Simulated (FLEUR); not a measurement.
Worked example: self-consistent single point of In2Ag (I4/mcm, 6 atoms in the cell) in FLEUR.

Method of the run: FLEUR with PBEsol, all-electron FLAPW (FLEUR), scalar-relativistic valence.

```yaml
crystal:
  lattice:
    - [-3.47150, 3.47150, 2.78740]
    - [3.47150, -3.47150, 2.78740]
    - [3.47150, 3.47150, -2.78740]
  atoms:
    - { symbol: In, position: [0.34544, 0.15456, 0.50000] }
    - { symbol: In, position: [0.65456, 0.84544, 0.50000] }
    - { symbol: In, position: [0.15456, 0.65456, 0.80912] }
    - { symbol: In, position: [0.84544, 0.34544, 0.19088] }
    - { symbol: Ag, position: [0.75000, 0.75000, 0.00000] }
    - { symbol: Ag, position: [0.25000, 0.25000, 0.00000] }
```

Reference input (self-consistent single point, DFT, LDA (Vosko-Wilk-Nusair), all-electron FLAPW (FLEUR), scalar-relativistic valence): Kmax = 4.1 1/bohr; GmaxXC = 14.3 1/bohr; xcFunctional = vwn; jspins = 1; l_soc = F; mode = hist; fermiSmearingEnergy = 0.00367493 Htr; mesh (inpgen div1-3) = 5 5 5; inpgen gamma flag = false; Gmax = 14.3 1/bohr; numbands = 0; maxIterBroyd = 15. This run's input differs from it in these lines:

```diff
@@ -18,3 +18,3 @@
 &comp jspins=1 /
-&exco xctyp='vwn' /
+&exco xctyp='PBEs' /
 &kpt div1=5 div2=5 div3=5 /
@@ -31,3 +31,3 @@
       <coreElectrons ctail="T" frcor="F" kcrel="0" coretail_lmax="0"/>
-      <xcFunctional name="vwn" relativisticCorrections="F"/>
+      <xcFunctional name="PBEs" relativisticCorrections="F"/>
       <magnetism jspins="1"/>
```

Output (repeated stretches shortened):

```
 Iteration:     1   Distance:       8.47432991 me/bohr^3
 Iteration:     2   Distance:       6.92061730 me/bohr^3
 Iteration:     3   Distance:       3.01121386 me/bohr^3
 Iteration:     4   Distance:       2.73988737 me/bohr^3
 Iteration:     5   Distance:       1.75998542 me/bohr^3
   [... 9 lines left out ...]
 Iteration:    15   Distance:       0.00003266 me/bohr^3
 Iteration:    16   Distance:       0.00003069 me/bohr^3
 Iteration:    17   Distance:       0.00001118 me/bohr^3
 Iteration:    18   Distance:       0.00000784 me/bohr^3
 Reset of history
 Run finished successfully
 Stop message:
   Structural relaxation: new displacements generated

[file out, last iteration]
             iter=     19
[...]
          total density-effective poten   -5.6345481672E+04
          total charge density-energy d   -9.2327515015E+02
 Updated energy parameters for spin:           1
[...]
 fermi energy and band-weighting factors:
   [... 6 lines left out ...]

[...]
FERMIE:
          first approx. to ef    (T=0)  :   0.282801 htr   (energy of the highest occ. eigenvalue)
          number of occ. states  (T=0)  :        777
          first approx. to seigv (T=0)  : -26.626585 htr
          sum of weights of occ. states :  43.000000
          sum of semicore charge        :   0.000000 e
FERHIS:  Fermi-Energy by histogram:
          bandgap                     :   0.001735 htr
   [... lines left out ...]
          charge neutrality (T=0)     :   0.000000    (zero if the highest occ. eigenvalue is "entirely" occupied)
     EF_NEWTON:  Adjust Fermi-Energy by Newton-Method.
 Direct bandgap for spin            1 :    5.0488675515539816E-003  Htr
 ---->    free energy=                    -34152.1757190950 htr
   [... lines left out ...]
      extrapolation for T->0
 ---->    total electron energy=          -34152.1740157464 htr
 ***** TOTAL FORCES ON ATOMS *****
 TOTAL FORCE FOR ATOM TYPE=  1  X=  2.028   Y=  4.532   Z=  0.000
                       FX_TOT=-0.000040 FY_TOT= 0.000040 FZ_TOT= 0.000000
 TOTAL FORCE FOR ATOM TYPE=  2  X=  0.000   Y=  0.000   Z= -2.634
                       FX_TOT= 0.000000 FY_TOT= 0.000000 FZ_TOT= 0.000000
```

The run converged in 18 iterations. FLEUR gives forces in its relaxation mode, with a further iteration, so its stop message speaks of a relaxation. Against the reference run the largest force goes from 0.015 to 0.003 eV/Å.

The starting cell comes from a database of computed structures (which also holds hypothetical and non-ambient phases and stackings), without a prior relaxation at this level. Values depend on the basis (sphere radii, cutoffs, local orbitals), which need not be converged. The log's line on a gap gives a spacing of levels on this mesh, which the program prints for metals too.

Cost on one core of a shared machine: roughly 4 min.
